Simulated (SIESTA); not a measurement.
Several settings converged on Na (Im-3m, 1 atom in the cell)

```
CELL_PARAMETERS angstrom
     -2.14065     2.14065     2.14065
      2.14065    -2.14065     2.14065
      2.14065     2.14065    -2.14065
ATOMIC_POSITIONS crystal
  Na 0.00000 0.00000 0.00000
```

Base method: GGA PBE, numerical atomic orbitals TZP, PseudoDojo PBE standard norm-conserving potentials (rewritten from UPF to PSML) in SIESTA.

Base settings: XC.functional = GGA; XC.authors = PBE; potentials = PseudoDojo PBE standard; PAO.BasisSize = TZP; PAO.EnergyShift = 0.01 Ry; MeshCutoff = 300 Ry; kgrid.MonkhorstPack = 11 11 11; OccupationFunction = FD; ElectronicTemperature = 100 meV; MaxSCFIterations = 150.

**The width of Gaussian smearing**

In this ladder: kgrid.MonkhorstPack = 18 18 18; OccupationFunction = MP; OccupationMPOrder = 0.

Narrow widths need finer meshes than wide ones, so the last steps can hold mesh noise.

Only quantities that move along the ladder and can be compared are tabulated; pressure and forces are left out, as mesh noise rules them at narrow widths.

```csv
ElectronicTemperature,free energy less the last step's (meV/atom)
1000 meV,-119.89
500 meV,-29.63
300 meV,-10.31
200 meV,-4.37
100 meV,-0.88
50 meV,0.00
```

Widest ElectronicTemperature that holds the free energy within 5 meV/atom of the last step, with all finer ones: 200 meV; the step before is off by 10 meV/atom.

**The SCF threshold**

In this ladder: SCF.DM.Tolerance = default; SCF.DM.Converge = false; SCF.H.Converge = false; SCF.FreeE.Converge = true.

The mesh stays at the base's, so the ladder's end is converged at best in this setting alone.

Only quantities that move along the ladder and can be compared are tabulated.

| SCF.FreeE.Tolerance | free energy less the last step's (meV/atom) | pressure (GPa) |
|---|---|---|
| 1.0E-01 eV | 12.90 | 0.20 |
| 1.0E-02 eV | 12.90 | 0.20 |
| 1.0E-03 eV | 0.02 | -0.35 |
| 1.0E-04 eV | 0.02 | -0.35 |
| 1.0E-05 eV | 0.00 | -0.33 |
| 1.0E-06 eV | 0.00 | -0.33 |
| 1.0E-07 eV | 0.00 | -0.33 |
| 1.0E-08 eV | 0.00 | -0.33 |
| 1.0E-10 eV | 0.00 | -0.33 |

Coarsest SCF.FreeE.Tolerance that holds the pressure within 0.05 GPa of the last step, with all finer ones: 1.0E-03 eV; the step before is off by 0.52 GPa.

Coarsest SCF.FreeE.Tolerance that holds the free energy within 1 meV/atom of the last step, with all finer ones: 1.0E-03 eV; the step before is off by 13 meV/atom.

Two neighbours can agree and both be off: 1.0E-01 eV and 1.0E-02 eV differ by 0.00 meV/atom in the free energy, yet lie about 13 meV/atom from the last step.

On the base run: the starting cell has typed, rounded lattice constants, without a prior relaxation at this level. Its lattice was rescaled by up to half a per cent. Values carry the incompleteness of an atom-centred basis.

Left out of this page: 2 runs of the series outside the window shown, repeating another row's setting, or not comparable; 1 run of the series failed or unconverged.
